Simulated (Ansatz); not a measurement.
The starting structures come from a database of crystals and need not be the phases stable at ambient conditions.

 Where the default PAW files enter, the runs use the earlier of Ansatz's two default sets.

Crystal: ScCuO2 (P6_3/mmc, not sure to be the ambient phase, 8 atoms a cell, 12.8 Å³ an atom); planes in its conventional cell.

The numbers are results of r2SCAN (plane waves, PAW; Ansatz, an electronic-structure program), not measurements.

The gap is the functional's own. No spin-orbit coupling. Mid-gap values are interpolated on the energy grid.

```
plane  area of the cell (Å²)  mid-gap κ (1/Å)  largest κ in the gap (1/Å)
-----  ---------------------  ---------------  --------------------------
(001)                    9.0             0.33                        0.37
(100)                   36.7              [?]                         [?]
```

**Question.** The slowest decay depends on the direction. Supply the withheld values.

**Answer.** 
- (100), mid-gap κ (1/Å): 0.27
- (100), largest κ in the gap (1/Å): 0.27
